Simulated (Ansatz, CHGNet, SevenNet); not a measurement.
## SiSn (model structure, started from the WC type, P-6m2, No. 187, 2 atoms in the cell): properties by level of theory

```tsv
level (code)	equilibrium lattice constant a (Å)	c axis length (Å)
CHGNet 0.3.0	3.542	4.230
SevenNet-0	3.905	3.537
SevenNet-l3i5	3.935	3.524
LDA (Ansatz)	3.756	3.537
PBE (Ansatz)	3.877	3.550
PBEsol (Ansatz)	3.778	3.563
```

Caveats: the cell has another shape than the first-principles one, perhaps another minimum in the same group (CHGNet 0.3.0). Ansatz's density-functional and Hartree–Fock values are scalar-relativistic unless marked +SOC, with PAW data made under PBE.

A model structure was made by putting elements into a prototype or built by hand; it is no filed structure, need not be a known phase, and can be a saddle point held by its symmetry.

Ansatz is a quantum-chemistry and plane-wave program.
